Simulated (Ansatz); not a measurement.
The starting structures come from a database of crystals and need not be the phases stable at ambient conditions.

Input:

```yaml
crystal:
  lattice:
    - [4.57074, 0.00000, 0.00000]
    - [-2.28537, 3.95838, 0.00000]
    - [2.28537, -1.31946, 3.73199]
  atoms:
    - { symbol: Mg, position: [0.00000, 0.00000, 0.00000] }
    - { symbol: Te, position: [0.75000, 0.25000, 0.75000] }
```

Space group of this cell: F-43m, zinc blende. The cell is taken as given.

Transport runs along the normal of the first two printed cell vectors, the (111) plane of the conventional cell.

The gap is the functional's own. No spin-orbit coupling. Mid-gap values are interpolated on the energy grid.

Compute, with PBEsol in Ansatz (a first-principles code), the band gap and the smallest decay constant κ at mid-gap.

Gap 2.30 eV on a 8×8×8 mesh; κ = 0.150 1/Å, at the zone centre.
